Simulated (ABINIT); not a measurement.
**Several settings converged on HfC (I4mm, 2 atoms in the cell)**

```xyz
2
Lattice="0.0000 2.3316 2.3316 2.3316 0.0000 2.3316 2.3316 2.3316 0.0000" Properties=species:S:1:pos:R:3 pbc="T T T"
Hf     0.0000     0.0000     0.0500
C      2.3316     2.3316     2.3316
```

Base method: LDA (PW92), norm-conserving pseudopotentials (PseudoDojo nc-sr-04 LDA standard) (plane waves; ABINIT).

Base settings: pseudos = [Hf.upf, C.upf]; ecut = 41 Ha; ixc = 7; occopt = 3; tsmear = 0.00367493 Ha; ngkpt = 6 6 6; nshiftk = 1; shiftk = 0 0 0; potentials = PseudoDojo nc-sr-04 LDA standard; nband = 13.

The count of work is k-points × plane waves × bands × iterations; it is no time. Core times come from one kind of shared machine, to one figure; runs under 30 s give none.

**The k-point mesh**

The second cell is the first with its lattice scaled by 0.98.

Only quantities that move along the ladder and can be compared are tabulated.

```tsv
ngkpt	free energy less the last step's (meV/atom)	energy of the compressed cell less the first (meV/atom)	pressure (GPa)	largest difference of a force vector from the last step's (eV/Å)	count of work / last	core time / last (rough)
2 2 2	612.91	-1.14	-7.96	0.559	0.012	–
4 4 4	29.39	-42.69	-15.77	0.087	0.080	–
6 6 6	5.20	-38.97	-15.13	0.026	0.18	–
7 7 7	3.08	-39.34	-15.20	0.004	0.24	0.4
9 9 9	1.69	-39.38	-15.20	0.001	0.46	0.4
12 12 12	0.00	-39.37	-15.21	0.000	1.0	1
```

Coarsest ngkpt that holds the free energy within 2 meV/atom: not settled: the last two steps still differ by 1.7 meV/atom, over half the tolerance, so the ladder does not show it.

Coarsest ngkpt that holds the energy of the compressed cell less the first within 2 meV/atom of the last step, with all finer ones: 6 6 6, at 0.18 of the last step's count of work; the step before is off by 3.3 meV/atom.

Coarsest ngkpt that holds the pressure within 0.05 GPa of the last step, with all finer ones: 7 7 7, at 0.24 of the last step's count of work and about 0.4 of the last step's time; the step before is off by 0.08 GPa.

**The k-point mesh at a smearing width of 0.02 eV**

In this ladder: tsmear = 0.00073499 Ha.

Only quantities that move along the ladder and can be compared are tabulated.

```csv
ngkpt,free energy less the last step's (meV/atom),pressure (GPa),largest difference of a force vector from the last step's (eV/Å),count of work / last,core time / last (rough)
4 4 4,34.68,-16.28,0.058,0.061,–
6 6 6,6.04,-15.29,0.027,0.15,0.1
9 9 9,2.28,-15.21,0.032,0.38,0.4
13 13 13,0.00,-15.24,0.000,1.0,1
```

State of the free energy at the end of the ladder: still drifting one way, by 6.0 meV/atom over the last two steps, so the last step is no safe reference.

Coarsest ngkpt that holds the forces within 0.02 eV/Å: not settled: the last two steps still differ by 0.032 eV/Å, over half the tolerance, so the ladder does not show it.

Coarsest ngkpt that holds the pressure within 0.2 GPa of the last step, with all finer ones: 6 6 6, at 0.15 of the last step's count of work and about 0.1 of the last step's time; the step before is off by 1.0 GPa.

**The k-point mesh at a smearing width of 0.3 eV**

In this ladder: tsmear = 0.0110248 Ha.

Only quantities that move along the ladder and can be compared are tabulated.

| ngkpt | free energy less the last step's (meV/atom) | pressure (GPa) | count of work / last | core time / last (rough) |
|---|---|---|---|---|
| 4 4 4 | 15.16 | -15.22 | 0.067 | – |
| 6 6 6 | 3.47 | -14.95 | 0.15 | 0.2 |
| 9 9 9 | 0.37 | -15.01 | 0.38 | 0.3 |
| 13 13 13 | 0.00 | -15.02 | 1.0 | 1 |

Coarsest ngkpt that holds the free energy within 1 meV/atom of the last step, with all finer ones: 9 9 9, at 0.38 of the last step's count of work and about 0.3 of the last step's time; the step before is off by 3.5 meV/atom.

Coarsest ngkpt that holds the pressure within 0.05 GPa of the last step, with all finer ones: 9 9 9, at 0.38 of the last step's count of work and about 0.3 of the last step's time; the step before is off by 0.07 GPa.

On the base run: the starting cell has typed, rounded lattice constants, without a prior relaxation at this level. Its lattice was rescaled by up to half a per cent. One atom was moved a little off its site on purpose. In the base run, with a pressure of about -15 GPa the cell is away from its equilibrium volume at this level.
